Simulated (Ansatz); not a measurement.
We consider WS (model structure, started from the WC type, P-6m2, No. 187, 2 atoms in the cell), described by PBEsol in Ansatz (PAW).

Settings: plane-wave cutoff 520 eV, 18×18×18 k mesh, Fermi–Dirac smearing 0.05 eV, no spin polarisation, scalar-relativistic PAW data made under PBE.

Cell (relaxed at this level):

Space group P-6m2 (No. 187); a = b = 3.0850 Å, c = 3.4122 Å, α = β = 90.00°, γ = 120.00°

```csv
atom,site,symmetry,x,y,z
W,1a,-6m2,0.0000,0.0000,0.0000
S,1f,-6m2,0.6667,0.3333,0.5000
```

Problem. What does this level give for the bulk modulus B0?

Solution. 
bulk modulus B0: 238 GPa

Note: the run has no spin polarisation, so it can have missed a magnetic state; the bulk modulus is −V dP/dV from two relaxed cells at ±2 % in volume; the relaxation could raise the start's symmetry but not lower it, so the cell can be a saddle point.

Spin–orbit coupling is not included; it can open a gap where bands touch, and shift volumes and moduli.

Computed values are for the static lattice.

Computing time: very roughly 2.5 core-minutes.

A model structure was made by putting elements into a prototype or built by hand; it is no filed structure, need not be a known phase, and can be a saddle point held by its symmetry.

Ansatz is a program for electronic structure.
